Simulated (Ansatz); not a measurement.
# CH3 on the 1x1 (110) surface of bcc Ta, one in a 2x2 cell, started at the site 'hollow Ta-Ta-Ta'

All values below come from PBE (plane waves to 420 eV, PAW; Ansatz, a first-principles code).

Model: 20-atom slab, 6.8 Å thick at the start under the adsorbate (thin: gaps and levels are the slab's own), 5x5x1 mesh, Fermi-Dirac 0.1 eV, dipole correction, 8 atoms held, the rest relaxed; no symmetry held; no spin, no spin-orbit, no U, no dispersion correction. At the end it is bonded to 3 Ta. In PBE it is, or lies within 0.03 eV of, the lowest of the starts that converged.

```
Item                                                                                                                      Result
--------------------------------------------------------------------------------------  ----------------------------------------
adsorption energy against CH4(g) − ½ H2(g)                                                                             -0.072 eV
work function of the top face                                                                                            3.76 eV
change of the work function                                                                                             -1.01 eV
change of the step from the bottom to the top vacuum level, against the clean slab                                      -1.00 eV
energy released by relaxation                                                                                            0.28 eV
height of the binding atom over the mean of the host atoms within 0.3 Å of the top one                                   1.731 Å
nearest host atoms of the binding atom                                                  Ta at 2.43 Å, Ta at 2.46 Å, Ta at 2.46 Å
largest move of a host atom                                                                                               0.07 Å
cost                                                                                               around 8 core-minutes (rough)
```

A negative adsorption energy means that the adsorbate is more stable on the surface than in its reference.
